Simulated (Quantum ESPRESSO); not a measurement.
**What a tighter setting buys: K_POINTS, Y4Cu2O7 (C2/m, 13 atoms in the cell)**

Cell: a = 6.3514 Å, b = 6.3514 Å, c = 8.2958 Å, α = 108.62°, β = 108.62°, γ = 33.49°.

Method: LDA (PZ), PSlibrary ultrasoft (LDA) pseudopotentials (plane waves; Quantum ESPRESSO).

Base settings: ecutwfc = 55 Ry; ecutrho = 385 Ry; occupations = fixed; K_POINTS = automatic 7 7 2 1 1 1; nbnd = 56; conv_thr = 1e-10 Ry; mixing_beta = 0.7.

Misses are taken against the tightest run, automatic 7 7 3 1 1 1, which need not be fully converged itself. The energy is the free energy per atom.

The count of work is k-points × plane waves × bands × iterations; it is no time, and leaves out set-up, grids and terms that scale otherwise. Core times come from one kind of shared machine and are given to one figure; runs under 30 s give none.

The starting cell comes from a database of computed structures (which also holds hypothetical and non-ambient phases and stackings), without a prior relaxation at this level. Its lattice was rescaled by a random factor within 2.5 % of one. In the base run, with a pressure of about -9 GPa the cell is away from its equilibrium volume at this level.

The runs (K_POINTS): automatic 1 1 1 1 1 1 | automatic 2 2 1 1 1 1 | automatic 3 3 1 1 1 1 | automatic 3 3 2 1 1 1 | automatic 4 4 2 1 1 1 | automatic 5 5 2 1 1 1 | automatic 5 5 3 1 1 1 | automatic 7 7 2 1 1 1 | automatic 7 7 3 1 1 1.

Which is the coarsest setting among those run that, with all tighter ones, holds the energy within 5 meV/atom of the reference, and what does it save?

automatic 3 3 2 1 1 1, off by 1.2 meV/atom; it needs 0.16 of the reference's count of work and about 0.3 of the reference's time.

What does the step from automatic 2 2 1 1 1 1 to automatic 4 4 2 1 1 1 buy?

It takes the miss in the energy from 37 to 0.17 meV/atom, for 5.0 times the count of work and roughly 2 times the time.

| K_POINTS | energy less reference (meV/atom) | pressure less reference (GPa) | largest difference in the force on any atom (eV/Å) | count of work / reference | core time / reference (rough) |
|---|---|---|---|---|---|
| automatic 1 1 1 1 1 1 | -111.96 | -4.53 | 2.033 | 0.025 | 0.2 |
| automatic 2 2 1 1 1 1 | 37.17 | 0.71 | 0.322 | 0.048 | 0.2 |
| automatic 3 3 1 1 1 1 | 14.41 | 0.18 | 0.340 | 0.095 | 0.2 |
| automatic 3 3 2 1 1 1 | -1.17 | -0.07 | 0.029 | 0.16 | 0.3 |
| automatic 4 4 2 1 1 1 | -0.17 | 0.00 | 0.013 | 0.24 | 0.4 |
| automatic 5 5 2 1 1 1 | -0.41 | -0.01 | 0.015 | 0.37 | 0.5 |
| automatic 5 5 3 1 1 1 | -0.02 | 0.00 | 0.001 | 0.60 | 0.7 |
| automatic 7 7 2 1 1 1 | -0.39 | -0.01 | 0.015 | 0.70 | 1 |
| automatic 7 7 3 1 1 1 | 0.00 | 0.00 | 0.000 | 1.0 | 1 |
